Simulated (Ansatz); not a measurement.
**Pressure series in BaTe**

The reference is BaTe in the rock salt structure (space group Fm-3m, No. 225; a = 7.064 Å).

Cell and atoms are relaxed at each pressure.

The values are results of plane-wave PAW DFT at the PBE level (Ansatz, a first-principles code, 420 eV), no spin-orbit coupling, not measurements.

Candidates:
(a) pressure 0.7 GPa
(b) pressure −2 GPa
(c) pressure 7.5 GPa
(d) pressure 10 GPa
(e) pressure 3 GPa

Before the change:

* **Band gap**: 1.66 eV

Order them by band gap, lowest first.

(d) pressure 10 GPa (1.12 eV), (c) pressure 7.5 GPa (1.24 eV), (e) pressure 3 GPa (1.47 eV), (a) pressure 0.7 GPa (1.61 eV), (b) pressure −2 GPa (1.79 eV)

Spin-orbit coupling, missing from the scalar runs, can matter with Te. Load acts through the strain it causes; cell and atoms are relaxed under it. No phonon test of stability was made. No other phases were tried under pressure.
